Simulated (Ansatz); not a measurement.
**Mg: response to strain**

Take Mg in the hcp (Mg type) structure (space group P6_3/mmc, No. 194; a = 3.1751 Å, c = 5.1628 Å; relaxed with 0.1 eV smearing) as the base. Axes: x lies along a and z along c of the hexagonal cell.

Strains are applied to the cell and any free atomic positions relax.

The values are results of PBEsol, PAW, 420 eV (Ansatz, a program for electronic structure; without spin-orbit coupling), not measurements.

Notes on the quantities. energy relative to the base: free energy F.

```tsv
uniaxial strain ε_xx (%)	energy relative to the base (meV/atom)
0	0.0
0.5	0.1
1	0.5
1.5	1.0
2	1.8
2.5	?
3	3.9
```

Fit ΔE = Aε² + Bε³ (ε in %) to the rows shown and predict the withheld row.

Least squares on the printed values gives A = 0.479 and B = -0.015 meV/atom (largest residual 0.0 meV/atom); this predicts 2.8 meV/atom, and the run gives 2.7 meV/atom, in agreement.

Whether these cells are dynamically stable was not tested.
